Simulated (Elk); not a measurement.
## Worked example: self-consistent single point of HfZn₂ (Fd-3m, 6 atoms in the cell) in Elk

Computed with LDA (PW92), all-electron FP-LAPW, Elk's shipped species files, LAPW+lo basis (Elk).

The input file:

```
tasks
  0

xctype
  3

spinpol
  .true.

reducebf
  0.7

rgkmax
  8.0

gmaxvr
  16.0

nxoapwlo
  1

rmtscf
  0.93

nempty
  8

stype
  3

swidth
  0.00367493

scale
  1.889726125

avec
    0.0000000000    3.5556370000    3.5556370000
    3.5556370000    0.0000000000    3.5556370000
    3.5556370000    3.5556370000    0.0000000000

atoms
  2   : nspecies
  'Hf.in'   : spfname
  2   : natoms; atposl, bfcmt below
  0.7500000000  0.7500000000  0.7500000000    0.0 0.0 -1.0
  0.5000000000  0.5000000000  0.5000000000    0.0 0.0 -1.0
  'Zn.in'   : spfname
  4   : natoms; atposl, bfcmt below
  0.1250000000  0.1250000000  0.6250000000    0.0 0.0 0.0
  0.1250000000  0.6250000000  0.1250000000    0.0 0.0 0.0
  0.1250000000  0.1250000000  0.1250000000    0.0 0.0 0.0
  0.6250000000  0.1250000000  0.1250000000    0.0 0.0 0.0

ngridk
  5 5 5
```

Output, abridged:

```
│ Elk code version 10.2.4 │

All units are atomic (Hartree, Bohr, etc.)

│ Ground-state run starting from atomic densities │

Lattice vectors :
   0.000000000       6.719180130       6.719180130
   6.719180130       0.000000000       6.719180130
   6.719180130       6.719180130       0.000000000

Unit cell volume      :    606.7067790
Brillouin zone volume :   0.4088469456

Muffin-tin inner radius fraction :   0.1000000000E-01

Nuclei treated as point charges

Species :    1 (Hf)
 parameters loaded from : Hf.in
 name : hafnium
 nuclear charge    :   -72.00000000
 electronic charge :    72.00000000
 atomic mass :    325367.3656
 muffin-tin radius :    2.604000000
 number of radial points in muffin-tin :    697
 atomic positions (lattice), magnetic fields (Cartesian) :
   1 :   0.12500000  0.12500000  0.12500000    0.00000000  0.00000000 -1.00000000
   2 :  -0.12500000 -0.12500000 -0.12500000    0.00000000  0.00000000 -1.00000000

Species :    2 (Zn)
 parameters loaded from : Zn.in
 name : zinc
 nuclear charge    :   -30.00000000
 electronic charge :    30.00000000
 atomic mass :    119233.3129
 muffin-tin radius :    2.232000000
 number of radial points in muffin-tin :    497
 atomic positions (lattice), magnetic fields (Cartesian) :
   1 :   0.50000000  0.50000000  0.00000000    0.00000000  0.00000000  0.00000000
   2 :   0.50000000  0.00000000  0.50000000    0.00000000  0.00000000  0.00000000
   3 :   0.50000000  0.50000000  0.50000000    0.00000000  0.00000000  0.00000000
   4 :   0.00000000  0.50000000  0.50000000    0.00000000  0.00000000  0.00000000

Total number of atoms per unit cell :    6

Spin treatment :
 spin-polarised
 global magnetic field (Cartesian) :    0.000000000       0.000000000       0.000000000
 collinear magnetisation in z-direction

Number of Bravais lattice symmetries :   48
Number of crystal symmetries         :   48
Crystal has inversion symmetry
   [... lines left out ...]
Maximum |G| for potential and density :    16.00000000
 potential will be trimmed for |G| > 2 gkmax
Constant for pseudocharge density :   10
Radial integration step length :    4

G-vector grid sizes :     49    49    49
Number of G-vectors :    41871

Maximum angular momentum used for
 APW functions                      :    8
 outer part of muffin-tin           :    6
 inner part of muffin-tin           :    1

Total nuclear charge    :   -264.0000000
Total core charge       :    140.0000000
Total valence charge    :    124.0000000
Total excess charge     :    0.000000000
Total electronic charge :    264.0000000

Effective Wigner radius, rₛ :   0.8186446672

Number of empty states         :   48
Total number of valence states :  220
Total number of core states    :  140

Total number of local-orbitals :  122

Exchange-correlation functional :      3     0     0
 Perdew-Wang/Ceperley-Alder, Phys. Rev. B 45, 13244 (1992)
 gradient requirement :    0
 local density approximation (LDA)

Smearing type :    3
 Fermi-Dirac
Smearing width :   0.3674930000E-02
Effective electronic temperature (K) :    1160.451112

Mixing type :    3
 Broyden mixing, J. Phys. A: Math. Gen. 17, L317 (1984)

Kohn-Sham potential initialised from atomic data
│ Self-consistent loop started │
│ Loop number : 1 │
 total energy                :     -37331.8641912
 total moment                :    1.876039460
│ Loop number : 2 │
 total energy                :     -37333.3103094
 total moment                :    1.872953398
RMS change in Kohn-Sham potential (target) :   0.6272070056     (  0.1000000000E-05)
Absolute change in total energy (target)   :    1.446118178     (  0.1000000000E-03)
│ Loop number : 3 │
 total energy                :     -37332.8601696
 total moment                :    1.838907343
RMS change in Kohn-Sham potential (target) :   0.6193684301     (  0.1000000000E-05)
Absolute change in total energy (target)   :   0.8861022055E-01 (  0.1000000000E-03)
│ Loop number : 4 │
 total energy                :     -37334.1251153
 total moment                :    1.088744798
RMS change in Kohn-Sham potential (target) :   0.4683539891     (  0.1000000000E-05)
Absolute change in total energy (target)   :    1.242793097     (  0.1000000000E-03)
│ Loop number : 5 │
 total energy                :     -37345.6880412
   [... lines left out ...]
RMS change in Kohn-Sham potential (target) :   0.2560916962E-05 (  0.1000000000E-05)
Absolute change in total energy (target)   :   0.3093205596E-03 (  0.1000000000E-03)
│ Loop number : 21 │
 total energy                :     -37351.4407571
 total moment                :   0.1832506580E-02
RMS change in Kohn-Sham potential (target) :   0.8101004639E-06 (  0.1000000000E-05)
Absolute change in total energy (target)   :   0.2057220772E-03 (  0.1000000000E-03)
│ Loop number : 22 │
 total energy                :     -37351.4406493
 total moment                :   0.1058857606E-02
RMS change in Kohn-Sham potential (target) :   0.4480007191E-06 (  0.1000000000E-05)
Absolute change in total energy (target)   :   0.1591740074E-03 (  0.1000000000E-03)
│ Loop number : 23 │
 total energy                :     -37351.4406609
 total moment                :   0.9369535439E-03
RMS change in Kohn-Sham potential (target) :   0.3007627304E-06 (  0.1000000000E-05)
Absolute change in total energy (target)   :   0.2822270471E-04 (  0.1000000000E-03)
Convergence targets achieved

│ Loop number : 24 │

Energies :
 Fermi                       :     0.350257846570
 sum of eigenvalues          :     -22541.6468135
 electron kinetic            :      41050.6674907
 core electron kinetic       :      39114.4854900
 Coulomb                     :     -77524.5064845
 Coulomb potential           :     -62428.3396587
 nuclear-nuclear             :     -3222.95847142
 electron-nuclear            :     -86174.7563675
 Hartree                     :      11873.2083544
 Madelung                    :     -46310.3366552
 xc potential                :     -1163.97464555
 xc effective B-field        :    -0.265937080048E-08
 external B-field            :      0.00000000000
 exchange                    :     -852.054580520
 correlation                 :     -25.5397764892
 electron entropic           :    -0.731107200847E-02
 total energy                :     -37351.4406619
 (external B-field energy excluded from total)

Density of states at Fermi energy :    172.3561838
 (states/Hartree/unit cell)

Estimated indirect band gap :   0.2899873362E-02
 from k-point     10 to k-point      6
Estimated direct band gap   :   0.3958568596E-02
 at k-point     10

Charges :
 core                        :    140.0000000
 valence                     :    124.0000000
 interstitial                :    8.808721356
 muffin-tins (core leakage)
  species :    1 (Hf)
   atom    1                 :    69.98774812     (  0.1524428662E-05)
   atom    2                 :    69.98774812     (  0.1524428662E-05)
  species :    2 (Zn)
   atom    1                 :    28.80394560     (  0.2295606545E-03)
   atom    2                 :    28.80394560     (  0.2295606545E-03)
   atom    3                 :    28.80394560     (  0.2295606545E-03)
   atom    4                 :    28.80394560     (  0.2295606545E-03)
 total in muffin-tins        :    255.1912786
 total calculated charge     :    263.9653765
 total charge                :    264.0000000
 error                       :   0.3462346719E-01

Moments :
 interstitial                :   0.2586503266E-03
 muffin-tins
  species :    1 (Hf)
   atom    1                 :   0.2019166172E-03
   atom    2                 :   0.2019166172E-03
  species :    2 (Zn)
   atom    1                 :   0.9579406773E-05
   atom    2                 :   0.9579406773E-05
   atom    3                 :   0.9579406773E-05
   atom    4                 :   0.9579406773E-05
 total in muffin-tins        :   0.4421508614E-03
 total moment                :   0.7008011880E-03

│ Self-consistent loop stopped │
```

The run converged in 24 iterations. The count includes the last loop, which Elk runs after its targets are met.

The starting cell comes from a database of computed structures (which also holds hypothetical and non-ambient phases and stackings), without a prior relaxation at this level. Its lattice was rescaled by a random factor within 2.5 % of one. Spin-orbit coupling is off. The starting moments vanished: the run ended non-magnetic. Values depend on the basis (sphere radii, cutoffs, local orbitals), which need not be converged. The log's line on a gap gives a spacing of levels on this mesh, which the program prints for metals too.

Cost on one core of a shared machine: roughly 90 s.
